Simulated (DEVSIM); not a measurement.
Device: GaAs p-n junction from an implanted or diffused profile, at 300 K.

```
layer (left to right)  material  thickness (μm)  Nd (cm⁻³)  τn (s)  τp (s)
---------------------  --------  --------------  ---------  ------  ------
1                          GaAs            29.0     6.2e15  1.2e-8  1.2e-8
```

Added acceptor profile: 7.6e17 cm⁻³ × exp(−(x − 0 μm)²/(2·(0.17 μm)²)). Left contact: ohmic. Right contact: ohmic. Voltage is applied to the left contact. Recombination: SRH at mid-gap. Mobility is μmin + (μ − μmin)/(1 + (N/Nref)^α).

Constants are typed, rounded textbook-type inputs, not results; the design itself was drawn at random and stands for no fabricated device. Values at 300 K; Nc and Nv go as T^1.5, mobilities as T to minus their exponent, the gap by Varshni's rule with the affinity fixed. The table also holds parameters that only a changed run uses.

| parameter | GaAs |
|---|---|
| gap (eV) | 1.424 |
| affinity (eV) | 4.07 |
| permittivity | 12.9 |
| Nc (cm⁻³) | 4.7e17 |
| Nv (cm⁻³) | 9e18 |
| μn (cm²/Vs) | 8500 |
| μp (cm²/Vs) | 400 |
| μn,min | 500 |
| μp,min | 20 |
| Nref,n | 6e16 |
| Nref,p | 1.5e17 |
| αn | 0.39 |
| αp | 0.38 |
| T exponent of μn | 2.1 |
| T exponent of μp | 2.2 |
| Cn (cm⁶/s) | 1e-30 |
| Cp (cm⁶/s) | 1e-30 |
| Varshni α (eV/K) | 0.000541 |
| Varshni β (K) | 204 |

Model (solved in DEVSIM): 1D drift-diffusion, Boltzmann statistics, complete ionisation; no tunnelling, impact ionisation, image-force lowering or self-heating.

Base results: dark forward voltage at 1 A/cm² (V) 1.019; potential step across the device at zero bias (V) 1.248; dark forward voltage at 100 A/cm² (V) 1.188.

**Question.** What follows from this one change: straggle of the profile 0.17 → 0.051 μm?

**Answer.** dark forward voltage at 1 A/cm² 1.019 → 0.999 V; potential step across the device at zero bias little changed (1.248 V); dark forward voltage at 100 A/cm² 1.188 → 1.165 V.

**Question.** What follows from this one change: doping Nd of layer 1 6.2e+15 → 1.9e+15 cm^-3?

**Answer.** dark forward voltage at 1 A/cm² 1.019 → 1.002 V; potential step across the device at zero bias 1.248 → 1.218 V; dark forward voltage at 100 A/cm² 1.188 → 1.235 V.

**Question.** What follows from this one change: minority lifetime in layer 1 1.2e-08 → 3.6e-10 s?

**Answer.** dark forward voltage at 1 A/cm² 1.019 → 0.987 V; potential step across the device at zero bias little changed (1.248 V); dark forward voltage at 100 A/cm² little changed (1.185 V).

**Question.** What follows from this one change: temperature 300 → 350 K?

**Answer.** dark forward voltage at 1 A/cm² 1.019 → 0.918 V; potential step across the device at zero bias 1.248 → 1.182 V; dark forward voltage at 100 A/cm² 1.188 → 1.124 V.

**Question.** What follows from this one change: peak of the profile 7.6e+17 → 1.5e+18 cm^-3?

**Answer.** dark forward voltage at 1 A/cm² 1.019 → 1.028 V; potential step across the device at zero bias 1.248 → 1.266 V; dark forward voltage at 100 A/cm² 1.188 → 1.200 V.

**Question.** What follows from this one change: constant mobility in place of the doping-dependent one?

**Answer.** dark forward voltage at 1 A/cm² 1.019 → 1.000 V; potential step across the device at zero bias little changed (1.248 V); dark forward voltage at 100 A/cm² 1.188 → 1.154 V.
